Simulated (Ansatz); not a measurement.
The reference is BeTe in the zinc blende structure (space group F-43m, No. 216; a = 5.657 Å).

Modification: hydrostatic tension (pressure −2 GPa).

Levels (all Ansatz, a first-principles code, PAW): r2SCAN (500 eV, without spin-orbit coupling); HSE06+SOC (420 eV, spin-orbit coupling included).

The geometry is relaxed with r2SCAN.

| Property | Result |
|---|---|
| r2SCAN valence-band top at Γ | 0.00, 0.00, 0.00 eV |
| r2SCAN lowest conduction level above the VBM at special points | X 2.46 eV; K 3.15 eV; U 3.15 eV; Γ 4.07 eV |

With HSE06+SOC at the same geometry, the valence-band top at Γ (three highest Kramers pairs, from the VBM) becomes 0.00, 0.00, -1.00 eV (r2SCAN: 0.00, 0.00, 0.00 eV); the lowest conduction level above the VBM at special points goes from X 2.46 eV; K 3.15 eV; U 3.15 eV; Γ 4.07 eV to X 2.47 eV; K 3.18 eV; U 3.18 eV; Γ 4.10 eV. The threefold valence maximum splits by Δso ≈ 1.00 eV.

Single points use the geometry relaxed with r2SCAN. Their cutoffs differ, which shifts pressures a little. HSE06 was sampled on its mesh, a few special points and the semilocal edge points, so its gap is an upper bound. The spin-orbit shifts are approximate. With Te present, leaving out spin-orbit coupling can change the band edges. The levels and masses belong to the bands next to the band gap. Load acts through the strain it causes; cell and atoms are relaxed under it. Stability against distortions was not tested.
